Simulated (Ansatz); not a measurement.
## BN in the zinc blende structure (space group F-43m, No. 216)

BN has the cubic space group F-43m (No. 216), the zinc blende structure, Pearson symbol cF8. Lattice parameters: a = 3.6057 Å, b = 3.6057 Å, c = 3.6057 Å, α = 90.00°, β = 90.00°, γ = 90.00°. B on 4a is surrounded by 4 N at 1.561 Å (tetrahedral). N on 4d is surrounded by 4 B at 1.561 Å (tetrahedral). (Neighbours: up to the widest gap in distance over summed covalent radii, below 1.35, at either atom.)
(The calculation used a cell of 2 atoms; values per cell refer to that cell.)

Calculations: PBEsol (Ansatz, a first-principles code; PAW; 420 eV plane waves; spin-orbit coupling left out). k-mesh 16×16×16 (Γ-centred); smearing 0.05 eV (Fermi–Dirac).

```json
{
  "volume_per_atom": "5.86 Å³",
  "density": "3.52 g/cm³",
  "band_gap": "4.30 eV, indirect, Γ → X",
  "electron_mass": "0.89 mₑ along k, 0.29 mₑ across",
  "Hole mass (degenerate bands, along [100])": "0.52 mₑ",
  "Lowest conduction-band minima above the VBM": "X along ⟨100⟩ 4.30 eV",
  "total_energy": "-266.918 eV/atom (σ→0; compares only within this code and set-up)"
}
```

Masses are band curvatures over ±0.01 Å⁻¹ around the edge. Along k means along the line from Γ to the band edge. No phonon test of stability was made.
